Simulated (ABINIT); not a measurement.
# A self-consistent single point of MgCu₄Sn (F-43m, 6 atoms in the cell) with ABINIT

Method: PBEsol, PAW (JTH v2.0 PBE PAW, files made for PBE) (plane waves; ABINIT).

The input file:

```
# MgCu4Sn, JTH v2.0 PBE PAW
pp_dirpath "./"
pseudos "Mg.GGA_PBE-JTH.xml, Cu.GGA_PBE-JTH.xml, Sn.GGA_PBE-JTH.xml"
acell 3*1.0
rprim
         0.0000000000    6.5202656670    6.5202656670
         6.5202656670   -0.0000000000    6.5202656670
         6.5202656670    6.5202656670   -0.0000000000
natom 6
ntypat 3
znucl 12 29 50
typat 1 2 2 2 2 3
xcart
         9.7803985005    9.7803985005    9.7803985005
         4.8967195159    8.1438118181    8.1438118181
         8.1438118181    8.1438118181    4.8967195159
         8.1438118181    4.8967195159    8.1438118181
         4.8967195159    4.8967195159    4.8967195159
         0.0000000000    0.0000000000    0.0000000000
ecut 60 Ry
pawecutdg 120 Ry
ixc -116133
occopt 3
tsmear 0.00367493
nband 63
kptopt 1
ngkpt 9 9 9
nshiftk 1
shiftk 0 0 0
nstep 60
tolvrs 1.0e-11
prtwf 0
prtden 0
prtvol 1
enunit 2
```

Output (repeated stretches shortened):

```
 Symmetries : space group F-4 3 m (#216); Bravais cF (face-center cubic)

 -outvars: echo values of preprocessed input variables --------
            acell      1.0000000000E+00  1.0000000000E+00  1.0000000000E+00 Bohr
             ecut      3.00000000E+01 Hartree
           enunit           2
              ixc     -116133
         kptrlatt        9    0    0      0    9    0      0    0    9
          kptrlen      8.29894332E+01
            natom           6
            nband          63
            ngfft          48      48      48
          ngfftdg          72      72      72
             nkpt          35
            nstep          60
             nsym          24
           ntypat           3
           occopt           3
        pawecutdg      6.00000000E+01 Hartree
            rprim      0.0000000000E+00  6.5202656670E+00  6.5202656670E+00
                       6.5202656670E+00 -0.0000000000E+00  6.5202656670E+00
                       6.5202656670E+00  6.5202656670E+00 -0.0000000000E+00
          spgroup         216
           tolvrs      1.00000000E-11
           tsmear      3.67493000E-03 Hartree
            typat      1  2  2  2  2  3
           useylm           1
             xred      7.5000000000E-01  7.5000000000E-01  7.5000000000E-01
                       8.7350000000E-01  3.7550000000E-01  3.7550000000E-01
                       3.7550000000E-01  3.7550000000E-01  8.7350000000E-01
                       3.7550000000E-01  8.7350000000E-01  3.7550000000E-01
                       3.7550000000E-01  3.7550000000E-01  3.7550000000E-01
                       0.0000000000E+00  0.0000000000E+00  0.0000000000E+00
            znucl       12.00000   29.00000   50.00000

== DATASET  1 ==================================================================

 Real(R)+Recip(G) space primitive vectors, cartesian coordinates (Bohr,Bohr^-1):
 R(1)=  0.0000000  6.5202657  6.5202657  G(1)= -0.0766840  0.0766840  0.0766840
 R(2)=  6.5202657  0.0000000  6.5202657  G(2)=  0.0766840 -0.0766840  0.0766840
 R(3)=  6.5202657  6.5202657  0.0000000  G(3)=  0.0766840  0.0766840 -0.0766840
 Unit cell volume ucvol=  5.5440338E+02 bohr^3
 Angles (23,13,12)=  6.00000000E+01  6.00000000E+01  6.00000000E+01 degrees

 Coarse grid specifications (used for wave-functions):

 getcut: wavevector=  0.0000  0.0000  0.0000  ngfft=  48  48  48
         ecut(hartree)=     30.000   => boxcut(ratio)=   2.11123

 Fine grid specifications (used for densities):

 getcut: wavevector=  0.0000  0.0000  0.0000  ngfft=  72  72  72
         ecut(hartree)=     60.000   => boxcut(ratio)=   2.23930

   1.86167544E+04                                ecore*ucvol(ha*bohr**3)

_setup2: Arith. and geom. avg. npw (full set) are    4350.328    4350.315

--- !BeginCycle
solver: {iscf: 17, nstep: 60, nline: 4, wfoptalg: 10, }
tolerances: {tolvrs: 1.00E-11, }
...

     iter   Etot(hartree)      deltaE(h)  residm     nres2
 ETOT  1  -914.34348138983    -9.143E+02 3.673E+01 2.088E+02
 ETOT  2  -924.87053024125    -1.053E+01 1.441E-01 2.175E+02
 ETOT  3  -924.61970774996     2.508E-01 8.435E-02 1.967E+01
 ETOT  4  -924.60006877161     1.964E-02 3.779E-02 1.655E+00
 ETOT  5  -924.59383467537     6.234E-03 1.527E-02 4.985E-01
 ETOT  6  -924.59371599123     1.187E-04 6.429E-03 1.508E-02
   [... 6 lines left out ...]
 ETOT 13  -924.59368300615     9.209E-12 3.078E-04 1.521E-09
 ETOT 14  -924.59368300615    -8.072E-12 5.759E-04 1.877E-10
 ETOT 15  -924.59368300615     8.868E-12 2.018E-04 2.231E-11
 ETOT 16  -924.59368300616    -1.455E-11 3.911E-04 1.589E-11
 ETOT 17  -924.59368300617    -4.775E-12 1.126E-04 1.307E-13

 At SCF step   17       nres2   =  1.31E-13 < tolvrs=  1.00E-11 =>converged.

 Cartesian components of stress tensor (hartree/bohr^3)
  sigma(1 1)= -1.12793242E-04  sigma(3 2)=  0.00000000E+00
  sigma(2 2)= -1.12793242E-04  sigma(3 1)=  0.00000000E+00
  sigma(3 3)= -1.12793242E-04  sigma(2 1)=  0.00000000E+00

 ----iterations are completed or convergence reached----

 reduced coordinates (array xred) for    6 atoms
       0.750000000000      0.750000000000      0.750000000000
       0.873500000004      0.375499999999      0.375499999999
       0.375499999999      0.375499999999      0.873500000004
       0.375499999999      0.873500000004      0.375499999999
       0.375499999999      0.375499999999      0.375499999999
       0.000000000000      0.000000000000      0.000000000000
 cartesian forces (eV/Angstrom) at end:
    1     -0.00000000000000     0.00000000000000    -0.00000000000000
    2     -0.01745844991995     0.01745844991995     0.01745844991995
    3      0.01745844991995     0.01745844991995    -0.01745844991995
    4      0.01745844991995    -0.01745844991995     0.01745844991995
    5     -0.01745844991995    -0.01745844991995    -0.01745844991995
    6     -0.00000000000000    -0.00000000000000     0.00000000000000
 frms,max,avg= 1.4254765E-02 1.7458450E-02   0.000E+00  0.000E+00  0.000E+00 e/A
 length scales=  1.000000000000  1.000000000000  1.000000000000 bohr
              =  0.529177208590  0.529177208590  0.529177208590 angstroms
 Fermi (or HOMO) energy (hartree) =   0.28823   Average Vxc (hartree)=  -0.42712
 Eigenvalues (hartree) for nkpt=  35  k points:
 kpt#   1, nband= 63, wtk=  0.00137, kpt=  0.0000  0.0000  0.0000 (reduced coord)
  -3.84684   -3.84617   -3.84617   -3.84617   -2.48135   -2.28838   -2.28677   -2.28677
  -2.28677   -2.28630   -2.28630   -2.28438   -2.28438   -2.28438   -2.28275   -2.28275
  -2.28275   -1.26665   -1.26665   -1.26665   -0.49558   -0.49558   -0.49558   -0.49527
   [... 5 lines left out ...]
      occupation numbers for kpt#   1
   2.00000    2.00000    2.00000    2.00000    2.00000    2.00000    2.00000    2.00000
   2.00000    2.00000    2.00000    2.00000    2.00000    2.00000    2.00000    2.00000
   2.00000    2.00000    2.00000    2.00000    2.00000    2.00000    2.00000    2.00000
   [... 5 lines left out ...]
 prteigrs : prtvol=0 or 1, do not print more k-points.

 Fermi (or HOMO) energy (eV) =   7.84302   Average Vxc (eV)= -11.62244
 Eigenvalues (   eV  ) for nkpt=  35  k points:
 kpt#   1, nband= 63, wtk=  0.00137, kpt=  0.0000  0.0000  0.0000 (reduced coord)
-104.67776 -104.65952 -104.65952 -104.65952  -67.52096  -62.27007  -62.22629  -62.22629
 -62.22629  -62.21330  -62.21330  -62.16110  -62.16110  -62.16110  -62.11680  -62.11680
 -62.11680  -34.46735  -34.46735  -34.46735  -13.48551  -13.48551  -13.48551  -13.47710
   [... 5 lines left out ...]
 prteigrs : prtvol=0 or 1, do not print more k-points.

--- !EnergyTerms
comment             : Components of total free energy in Hartree
kinetic             :  5.93684475811428E+01
hartree             :  2.36699087250151E+02
xc                  : -1.90710410076996E+01
Ewald energy        : -5.27890726525761E+02
psp_core            :  3.35797994928753E+01
local_psp           : -5.85072926865169E+02
spherical_terms     : -1.22204933187994E+02
internal            : -9.24592293262454E+02
'-kT*entropy'       : -1.38951707343398E-03
total_energy        : -9.24593682779528E+02
total_energy_eV     : -2.51594736166448E+04
...

-Cartesian components of stress tensor (GPa)         [Pressure=  3.3185E+00 GPa]
- sigma(1 1)= -3.31849119E+00  sigma(3 2)=  0.00000000E+00
- sigma(2 2)= -3.31849119E+00  sigma(3 1)=  0.00000000E+00
- sigma(3 3)= -3.31849119E+00  sigma(2 1)=  0.00000000E+00

 Calculation completed.
```

The run converged in 17 iterations.

The starting cell comes from a database of computed structures (which also holds hypothetical and non-ambient phases and stackings), without a prior relaxation at this level. Its lattice was rescaled by a random factor within 2.5 % of one. Spin polarisation is off. The potentials were made for another functional than the one used. With a pressure of about 3 GPa the cell is away from its equilibrium volume at this level.

These are the values that this program gave, and no reference: the one-centre exchange-correlation terms come from a truncated expansion.

Cost on one core of a shared machine: roughly 6 min.
